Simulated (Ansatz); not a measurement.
An armchair WS2 nanoribbon, N = 7, bare edges, relaxed period 5.466 Å, atoms relaxed at each strain.

```tsv
strain	energy (meV a period)	axial force (nN)
-0.015	+47.1	-1.85
+0.015	+43.8	+1.70
```

Method: PBE (plane waves to 420 eV, PAW; Ansatz, a program for electronic structure). Mesh 1×1×6. No spin polarisation, so a magnetic state wasn't tested. It repeats along c; a and b span vacuum. An idealised model, cut from the flat sheet. Symmetry and one short period hold its shape; lower forms weren't sought. Values not marked SOC lack spin–orbit coupling. Buckling under compression is shut out by symmetry and the short period. Energies are free energies at a Fermi–Dirac width of 0.02 eV, from the unstrained cell.

Task: Work out the axial stiffness dF/dε in two ways.

Result: From the forces: (+1.70 − (-1.85))/0.030 = 118 nN. From the energies: (E₊ + E₋)/(ε² c) = 0.0909 eV/(0.015² × 5.466 Å) = 73.9 eV/Å = 118 nN. The two agree to within 1 %.
